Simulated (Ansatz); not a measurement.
# Sensitivity of a calculation on Cl2 (P1, 4 atoms in the cell) to its settings

```xyz
4
Lattice="3.2642 -2.0575 0.0000 3.2642 2.0575 0.0000 0.0000 0.0000 8.4024" Properties=species:S:1:pos:R:3 pbc="T T T"
Cl     3.2659    -1.6908     5.1635
Cl     3.2986     1.6520     3.3072
Cl     3.2384    -0.3679     0.8173
Cl     3.2539     0.4067     7.5168
```

Base run A: PBE0, PAW files made with PBE (Ansatz, a program for electronic structure), self-consistent single point.

Its settings: basis.ecutwfc = 30.9 Ry; kpoints.mp_grid.grid = 4 4 2; hamiltonian.xc = pbe0; hamiltonian.pseudopotentials = {kind: paw} (the program's default PAW files); scf.occupations.method = gaussian; scf.occupations.width = 0.0007 Ry.

The starting cell comes from a database of computed structures (which also holds hypothetical and non-ambient phases and stackings), without a prior relaxation at this level. Its atoms were displaced at random from the sites of space group no. 64. In the base run, with a pressure of about 3 GPa the cell is away from its equilibrium volume at this level. In the base run, forces exceed 1 eV/Å. Ansatz's pressure includes its estimate of the finite-basis (Pulay) stress.

ΔF is the free energy per atom less that of run A. A dash stands where there is no value to compare (another energy zero or no entropy term, no result, no spin, no clean gap, or a mesh too coarse for one). Absolute energies have different zeros for different potentials, functionals, Hubbard and dispersion terms and are not compared across them.

Run A gave: pressure (GPa) 3.41; largest force (eV/Å) 3.077; gap on the mesh (eV) 4.609; k-points 20.

Runs:
- B: hamiltonian.xc: pbe0 → hse06 [HSE06]
- C: kpoints.mp_grid.shift: default → 0 0 0.5
- D: scf.convergence.dr2_threshold: default (1e-07 eV) → 0.0001 eV
- E: scf.mixing.preconditioner: default (the program chose none) → kerker; scf.mixing.q_tf: default → 0.5
- F: scf.eigensolver.kind: default (the program chose davidson) → davidson
- G: scf.mixing.algorithm: default (the program chose MSR1) → broyden; scf.mixing.beta: default → 0.9

Task: What does run B change against A?

Result: The pressure hardly changes (3.41 to 3.46 GPa), the largest force goes from 3.077 to 3.098 eV/Å and the gap on the mesh goes from 4.609 to 3.837 eV.

Task: What does run C change against A?

Result: The free energy stays essentially unchanged (within 1 meV/atom), the pressure stays at 3.41 GPa, the largest force moves little (3.077 to 3.076 eV/Å) and the gap on the mesh goes from 4.609 to 4.740 eV.

```tsv
run	ΔF (meV/atom)	pressure (GPa)	largest force (eV/Å)	gap on the mesh (eV)	k-points
A	0.00	3.41	3.077	4.609	20
B	–	3.46	3.098	3.837	20
C	-0.23	3.41	3.076	4.740	16
D	0.00	3.41	3.078	4.609	20
E	0.00	3.41	3.078	4.609	20
F	0.00	3.41	3.077	4.609	20
G	0.00	3.41	3.078	4.609	20
```

Left out of this page: 1 run of the series held back from this collection.

Keys are those of Ansatz 0.2.
